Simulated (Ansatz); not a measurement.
Seebeck coefficient (μV/K, mean over directions) of n-type V₂O₅ (C2/c) against carrier density, PBEsol, rigid bands in Ansatz (an electronic-structure program). Computed gap 1.32 eV; densities at which minority carriers matter at this gap, or further valleys turn the trend, are left out. Conductivity mass 1.31 mₑ (harmonic mean over directions), N_c = 1.6e20 cm⁻³ at 300 K.

```tsv
electron density	300 K	500 K
1e16 cm⁻³	-1037	-1095
1e17 cm⁻³	-838	-897
1e18 cm⁻³	-640	-698
3e18 cm⁻³	-545	-604
1e19 cm⁻³	-442	-500
3e19 cm⁻³	-348	-406
1e20 cm⁻³	?	-303
3e20 cm⁻³	-160	?
1e21 cm⁻³	-80	-121
```

Complete the blanks.


- 1e20 cm⁻³, 300 K: -247
- 3e20 cm⁻³, 500 K: -212

Rigid bands with a gap fixed in temperature, one relaxation time for all states, no polarons or phonon drag, and whether or not such doping can be reached. Spin-orbit coupling is left out.

Computed structure with no diffraction record at hand here (it may be known, metastable or hypothetical): V2O5 (C2/c). Treated as nonmagnetic, magnetic states not searched for: V2O5 (C2/c).
